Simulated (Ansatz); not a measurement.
# WSi2, response to strain

Base system: WSi$_{2}$ (space group I4/mmm, No. 139; a = 3.229 Å, c = 7.870 Å; relaxed with 0.1 eV smearing). Axes: x, y, z lie along a, b, c of the conventional cell.

Strains are applied to the cell and any free atomic positions relax; under biaxial strain the out-of-plane vector relaxes too.

Computed with PBE (Ansatz, a quantum-chemistry and plane-wave program; PAW; 420 eV plane waves; spin-orbit coupling left out).

Notes on the quantities. energy relative to the base: free energy F.

| case | energy relative to the base | out-of-plane strain |
|---|---|---|
| base | 0 meV/atom | – |
| biaxial strain −3.00 %, plane normal [001], relaxed out of plane | +41 meV/atom | +1.27 % |
| biaxial strain −2.50 %, plane normal [001], relaxed out of plane | +28 meV/atom | +1.03 % |
| biaxial strain −2.00 %, plane normal [001], relaxed out of plane | +18 meV/atom | +0.80 % |
| biaxial strain −1.00 %, plane normal [001], relaxed out of plane | +4.4 meV/atom | +0.38 % |
| biaxial strain −0.50 %, plane normal [001], relaxed out of plane | +1.1 meV/atom | +0.18 % |
| biaxial strain +0.50 %, plane normal [001], relaxed out of plane | +1.1 meV/atom | -0.18 % |
| biaxial strain +1.50 %, plane normal [001], relaxed out of plane | +9.3 meV/atom | -0.50 % |
| biaxial strain +2.00 %, plane normal [001], relaxed out of plane | +16 meV/atom | -0.65 % |
| biaxial strain +3.00 %, plane normal [001], relaxed out of plane | +36 meV/atom | -0.94 % |

No phonon test of stability was made. All final runs are without spin polarisation.
